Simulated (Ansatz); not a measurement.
# AlAs: response to strain

Start from AlAs in the zinc blende structure (space group F-43m, No. 216).

```
CELL_PARAMETERS angstrom
      0.00000     2.83735     2.83735
      2.83735     0.00000     2.83735
      2.83735     2.83735     0.00000
ATOMIC_POSITIONS crystal
  As 0.25000 0.25000 0.25000
  Al 0.00000 0.00000 0.00000
```

Cartesian axes are those of the cell as printed.

Strains are applied to the cell and any free atomic positions relax; under biaxial strain the out-of-plane vector relaxes too.

The values are results of Kohn–Sham DFT with the PBEsol functional, run in Ansatz (a program for electronic structure) with PAW and 420 eV plane waves, no SOC, not measurements.

Candidates:
(a) biaxial strain −4.90 %, plane normal [001], relaxed out of plane
(b) strain tensor (xx, yy, zz, yz, xz, xy) = (+1.63, +2.45, +0.69, −0.32, +1.10, +1.36) %
(c) biaxial strain −4.02 %, plane normal [001], relaxed out of plane
(d) tensor shear ε_xz = +0.79 %
(e) biaxial strain +0.38 %, plane normal [001], relaxed out of plane

Notes on the quantities. energy relative to the base: free energy F.

Question: Order them by energy relative to the base, highest first.

Answer: (a) biaxial strain −4.90 %, plane normal [001], relaxed out of plane (+41 meV/atom), (c) biaxial strain −4.02 %, plane normal [001], relaxed out of plane (+27 meV/atom), (b) strain tensor (xx, yy, zz, yz, xz, xy) = (+1.63, +2.45, +0.69, −0.32, +1.10, +1.36) % (+16 meV/atom), (d) tensor shear ε_xz = +0.79 % (+0.9 meV/atom), (e) biaxial strain +0.38 %, plane normal [001], relaxed out of plane (+0.2 meV/atom)

Stability against distortions was not tested.
